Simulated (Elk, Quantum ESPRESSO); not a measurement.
# Equation of state of hcp Ru (space group 194): energy against volume (Elk, PBE)

```
CELL_PARAMETERS angstrom
      2.66181     0.00000     0.00000
     -1.33091     2.30520     0.00000
      0.00000     0.00000     4.20390
ATOMIC_POSITIONS crystal
  Ru 0.66667 0.33333 0.75000
  Ru 0.33333 0.66667 0.25000
```

Method: PBE, all-electron FP-LAPW, Elk's shipped species files, default APW+lo basis (Elk). Settings: xctype = 20; rgkmax = 7.98; stype = 3; swidth = 0.00183747 Ha; ngridk = 25 25 14; rmtscf = 0.89; sphere radii = {Ru: 2.314} bohr. The cell above is the first row's. The rows scale it uniformly. In all rows fractional positions and the k mesh are held. E is the free energy at the stated smearing, counted from the lowest row.

| V (Å^3/atom) | E (meV/atom) |
|---|---|
| 12.898 | 75.92 |
| 13.178 | 36.09 |
| 13.458 | 11.36 |
| 13.739 | 0.00 |
| 14.019 | 0.63 |
| 14.299 | 11.54 |
| 14.580 | 31.98 |
| 14.860 | 60.43 |
| 15.141 | ? |

**Question.** Using the third-order Birch-Murnaghan form, a cubic in V^(-2/3), estimate the missing E at V = 15.141 from the other rows, showing the fit.

**Answer.** With u = V^(-2/3) - 0.173, the rows have u = 0.008824, 0.006239, 0.003745, 0.001326, -0.001003, -0.003255, -0.005443, -0.007555. Least squares gives E = -1.026 - 573.73·u + 1025067·u² + 3200401·u³. Residuals (row less fit): -0.005, 0.017, -0.010, -0.023, 0.053, -0.052, 0.030, -0.007; standard error 0.043 (degrees of freedom: 4). Its minimum lies at u = 0.000279, so V0 = (0.173279)^(-3/2) = 13.86. There d²E/du² = 2056000 and d³E/du³ = 1.920e7, so B0 = (4/9) × 13.86^(-7/3) × 2056000 × 0.160218 = 317 GPa (the last factor turns the table's units into GPa), and B0' = 4 + (2/3) × 0.173279 × (1.920e7)/2056000 = 5.1. At the withheld row, u = -0.009608, so E = -1.026 - 573.73 × (-0.009608) + 1025067 × (-0.009608)² + 3200401 × (-0.009608)³ = 96.275 meV/atom. The calculation gives 96.18 meV/atom, 0.095 meV/atom below the prediction (0.1 % of the range of E in the table). The row lies outside the fitted rows, so this is an extrapolation. From the scatter of the fitted rows alone, a prediction at this place has a standard error of 0.104 meV/atom, so the miss is 0.9 times that.

Carrying the step between the two nearest rows on in a straight line would have given 88.98, off by 7.20; series whose last step already gives the withheld value aren't shown. The scan was laid around a cell of about the measured size, scaled by a guess for this functional; axis ratios and inner coordinates come from that cell. The runs keep the symmetry of the cell, so they don't test it for distortions. A plane-wave scan with the same functional (Quantum ESPRESSO, GBRV) gives V0 = 13.75 Å^3/atom and B0 = 313 GPa; a Birch-Murnaghan fit to all rows here lies 0.9 % from it in V0 and 1 % in B0; the two differ in basis, and may differ in potentials and mesh. Spin polarisation is off. Values depend on the basis (sphere radii, cutoffs, local orbitals), which need not be converged. The shape of the cell and the inner coordinates aren't relaxed, so V0 and B0 belong to this uniform scaling; a relaxed crystal lies no higher in energy and is usually softer. Sphere radii are the same in all rows. Cutoffs and mesh are single choices, not tested for convergence of this quantity. Series with a scatter that would blur these digits, or in which a gap closes, are not shown. Nor are scans whose minimum lies at an end fitted in this form.
